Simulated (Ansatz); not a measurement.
Worked example: dielectric-response calculation of GaGeTe (R-3m, 6 atoms in the cell) in Ansatz (a program for electronic structure).

Method: LDA (PW92), default PAW files made with PBE (plane waves; Ansatz).

```yaml
crystal:
  lattice:
    - [2.02998, 1.17201, 11.96889]
    - [-2.02998, 1.17201, 11.96889]
    - [0.00000, -2.34402, 11.96889]
  atoms:
    - { symbol: Ga, position: [0.25459, 0.25459, 0.25459] }
    - { symbol: Ga, position: [0.74541, 0.74541, 0.74541] }
    - { symbol: Ge, position: [0.32224, 0.32224, 0.32224] }
    - { symbol: Ge, position: [0.67776, 0.67776, 0.67776] }
    - { symbol: Te, position: [0.11363, 0.11363, 0.11363] }
    - { symbol: Te, position: [0.88637, 0.88637, 0.88637] }
```

Reference input (self-consistent single point, DFT, LDA (PW92), plane waves, default PAW files made with PBE): basis.ecutwfc = 30.9 Ry; kpoints.mp_grid.grid = 5 5 5; hamiltonian.xc = lda; hamiltonian.pseudopotentials = {kind: paw} (the program's default PAW files); scf.occupations.method = gaussian; scf.occupations.width = 0.0037 Ry. This run's input differs from it in these lines:

```diff
@@ -24,8 +24,5 @@
   occupations:
-    method: gaussian
-    width: 0.0037 Ry
-output:
-  forces: true
-  eigenvalues: true
-  stress: true
+    method: fixed
+dielectric:
+  field_mesh: kpoints
```

Log, with long lists cut:

```
SCF iter   1: F=—  HF=-29500.866239 eV  |F-HF|=—  |Δ(HF+E_count)|=         —  Δρ=4.70e-3  dr2=2.03e-2  ethr=1.77e-3  ⟨swp⟩=4.9  Hψ=6787  notcnv=0  defer=252
all-band conjugate gradients solve this SCF's bands
preconditioner: auto → Resta (q_TF=auto, 2.433 Å⁻¹)
SCF iter   2: F=—  HF=-29500.857396 eV  |F-HF|=—  |Δ(HF+E_count)|=   8.84e-3  Δρ=2.33e-3  dr2=4.72e-3  ethr=2.36e-5  ⟨swp⟩=2.8  Hψ=3858  notcnv=0  defer=273
   [... lines left out ...]
SCF iter   8: F=—  HF=-29500.856691 eV  |F-HF|=—  |Δ(HF+E_count)|=   4.62e-9  Δρ=2.43e-6  dr2=7.86e-9  ethr=1.24e-10  ⟨swp⟩=2.0  Hψ=3573  notcnv=0  defer=128
SCF iter   9: F=—  HF=-29500.856691 eV  |F-HF|=—  |Δ(HF+E_count)|=   1.56e-9  Δρ=1.23e-6  dr2=2.03e-9  ethr=9.14e-12  ⟨swp⟩=2.0  Hψ=3577  notcnv=0  defer=128
SCF iter  10: F=—  HF=-29500.856691 eV  |F-HF|=—  |Δ(HF+E_count)|=   1.53e-9  Δρ=2.84e-7  dr2=1.34e-10  ethr=2.36e-12  ⟨swp⟩=2.0  Hψ=2797  notcnv=0  defer=128
SCF iter  11: F=-29500.856691 eV  HF=-29500.856691 eV  |F-HF|=0.00e0  |Δ(HF+E_count)|=  1.42e-10  Δρ=7.79e-8  dr2=1.54e-11  ethr=1.00e-12  ⟨swp⟩=9.9  Hψ=6785  notcnv=0
SCF 1 converged in 11 iterations: F = -29500.856691 eV  dr2 = 1.54e-11
DFPT response loops at Γ: preconditioner auto → Resta (q_TF=auto, 2.433 Å⁻¹)  ε∞=11.6 (no band partly filled) …
   [... lines left out ...]
WARN: field response: the 5×5×5 k-mesh looks too coarse for the field response at k = (0.4000, 0.4000, 0.4000), direct gap 0.450 eV …
Free energy (F): -29500.856691 eV
Fermi energy:    6.920766 eV
   [... lines left out ...]
         0.00000   -2.27265   -0.00000
         0.00000   -0.00000   -0.82441
    site 5:
        -2.27265   -0.00000    0.00000
         0.00000   -2.27265   -0.00000
         0.00000   -0.00000   -0.82441
  Z* charge neutrality: 2.035e-5 e pre-enforcement
  k-mesh period / interband length: 61.0 Å / 11.01 Å = 5.54 at k = (0.4000, 0.4000, 0.4000), direct gap 0.450 eV — UNDER 14: by this measure the k-mesh is too coarse for the response
```

The run converged in 11 iterations. 

Summary of the result:
Free energy E − TS (on the zero of these files): -29500.8567 eV
Top of the valence band (on the code's own zero): 6.92 eV
Gap on the k-point mesh: 0.45 eV
ε∞ at this k-point mesh, which may be far from converged in small-gap cells (xx, yy, zz): 11.6, 11.6, 22.4
Born charges at this mesh (mean of the diagonal, e): Ga 1.68, Ga 1.68, Ge 0.11, Ge 0.11, Te -1.79, Te -1.79

The starting cell comes from a database of computed structures (which also holds hypothetical and non-ambient phases and stackings), without a prior relaxation at this level. Its lattice was rescaled by up to half a per cent. Spin-orbit coupling is off.

Cost on one core of a shared machine: roughly 10 min.

Keys are those of Ansatz 0.2.
